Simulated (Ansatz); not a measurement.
## GaAs, alloy series

Start from GaAs in the zinc blende structure (space group F-43m, No. 216; a = 5.667 Å).

The other end (x = 1) is GaN in the zinc blende structure (space group F-43m, No. 216): 11.37 Å³/atom, gap 2.17 eV; this end may not be an ambient phase.

N replaces a fraction x of As; each row is one arrangement (x, atoms in the cell, starting space group or random), fully relaxed.

All numbers come from r2SCAN in Ansatz (plane waves to 500 eV, PAW, no spin-orbit coupling).

Candidates:
(a) x(N) = 0.75, 8 atoms, P-43m
(b) x(N) = 0.667, 6 atoms, P3m1
(c) x(N) = 0.25, 8 atoms, Pmm2
(d) x(N) = 0.5, 8 atoms, Pmn2_1
(e) x(N) = 0.75, 8 atoms, Cm

Notes on the quantities. mixing energy: to 0.01 eV only: unlike meshes or grids.

Question: Order them by mixing energy, lowest first.

Answer: (c) x(N) = 0.25, 8 atoms, Pmm2 (+0.18 eV/atom), (d) x(N) = 0.5, 8 atoms, Pmn2_1 (+0.24 eV/atom), (e) x(N) = 0.75, 8 atoms, Cm (+0.27 eV/atom), (a) x(N) = 0.75, 8 atoms, P-43m (+0.31 eV/atom), (b) x(N) = 0.667, 6 atoms, P3m1 (+0.35 eV/atom)

Each cell is one ordered arrangement of few atoms, which overstates ordering effects compared with a random alloy. Stability against distortions was not tested. The final runs are not spin-polarised. This is not the structure that GaN has at room temperature and ambient pressure. A zero or small gap of Ga4AsN3, Ga3AsN2, Ga4As3N and Ga2AsN can be the functional's error rather than a property of the material.

Ansatz is a quantum-chemistry and plane-wave program.
